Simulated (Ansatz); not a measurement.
**Question.** Name crystals whose electron-phonon coupling λ lies between 0.152 and 0.24 and whose resistivity at 300 K lies between 15.3 and 24 μΩ·cm, by PBEsol, DFPT electron-phonon coupling, linearised Boltzmann equation (Ansatz, a quantum-chemistry and plane-wave program).

**Answer.** Many crystals can fit; among those computed here:
- Lu3InN (Pm-3m): 0.21, 21 μΩ·cm
- CaSi$_{2}$ (P-3m1): 0.24, 23 μΩ·cm
- TiAl2 (Cmmm): 0.191, 19.4 μΩ·cm
- Sc$_{3}$InN (Pm-3m): 0.156, 19.5 μΩ·cm

Metals; harmonic phonons alone scatter; means over directions. Halving the electron mesh moves these values by up to 11 %; q meshes are mostly untested. Some of the runs warned that the eigensolver left states short of its tolerance. Spin-orbit coupling is left out.

Formula and space group known from diffraction (Crystallography Open Database), not checked to be the room-temperature form: CaSi2 (P-3m1), Lu3InN (Pm-3m), Sc3InN (Pm-3m), TiAl2 (Cmmm). The missing spin-orbit coupling matters most for Lu3InN (Pm-3m).
